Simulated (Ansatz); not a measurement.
CdTe (F-43m) under hydrostatic pressure (compression positive): hole conductivity mass by PBE with spin-orbit coupling, rigid bands (plane waves, PAW; Ansatz, an electronic-structure program). The unloaded cell, whose axes the loads refer to:

Space group F-43m (No. 216); a = b = c = 6.4893 Å, α = β = γ = 90.00°

```csv
atom,site,symmetry,x,y,z
Cd,4a,-43m,0.0000,0.0000,0.0000
Te,4d,-43m,0.7500,0.7500,0.7500
```
(The calculation used a cell of 2 atoms; values per cell refer to that cell.)

| hydrostatic pressure (compression positive) (GPa) | volume per atom (Å³) | hole conductivity mass (mₑ) |
|---|---|---|
| -1.5 | 35.55 | 0.592 |
| -1 | 35.05 | 0.575 |
| -0.5 | 34.59 | 0.560 |
| 0 | 34.16 | 0.547 |
| 0.5 | 33.76 | 0.535 |
| 1 | 33.38 | 0.523 |
| 2 | 32.70 | ? |
| 3 | 32.09 | 0.486 |

Fit a straight line to ln(hole conductivity mass) against the load over the rows given, and predict the row at 2 GPa.

The means are x̄ = 0.214 GPa and ȳ = -0.6080; Σ(x − x̄)(y − ȳ) = -0.5839 and Σ(x − x̄)² = 13.43, so the slope is -4.35 % per GPa, and the rows given lie within 0.92 % of the line. At 2 GPa the line gives 0.504 mₑ; the calculation gives 0.504 mₑ, 0.046 % from it.

Masses are for dilute carriers at 300 K, harmonic means over directions unless an axis is named. Stresses and pressures are the targets of the relaxation. The structure type is held at every load. Geometry: cell and atoms relaxed with PBEsol.
